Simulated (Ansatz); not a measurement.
TiAs (P6₃/mmc, No. 194) was calculated with BLYP (Ansatz, an electronic-structure program, plane waves, PAW).

Numerical settings: plane-wave cutoff 520 eV, 18×18×6 k mesh (along the axes of the cell as run), Fermi–Dirac smearing 0.05 eV, no spin polarisation, scalar-relativistic PAW data made under PBE.

Equation-of-state points:

```
V (Å³/atom)  E − E_lowest (meV/atom)  P (GPa)
-----------  -----------------------  -------
17.606                         10.17     4.60
17.972                          2.45     2.18
18.339                          0.00     0.00
18.706                          2.28    -1.96
19.073                          8.81    -3.72
```

Estimate the bulk modulus from the pressures at 17.972 and 18.706 Å³/atom, and compare it with a fit to all energies.

B = −V dP/dV. Between V = 17.972 and 18.706 Å³/atom, dP/dV = (-1.96 − (2.18))/(18.706 − 17.972) = -5.64 GPa per Å³/atom; at the midpoint 18.339 Å³/atom this gives B ≈ 103 GPa. The third-order Birch–Murnaghan fit gives V0 = 18.340 Å³/atom, B0 = 103 GPa, B′ = 4.3, which lies within 1 % of that estimate.

Shape and atoms are relaxed at each volume.

Note: the bulk modulus comes from volumes at which shape and atoms were relaxed.
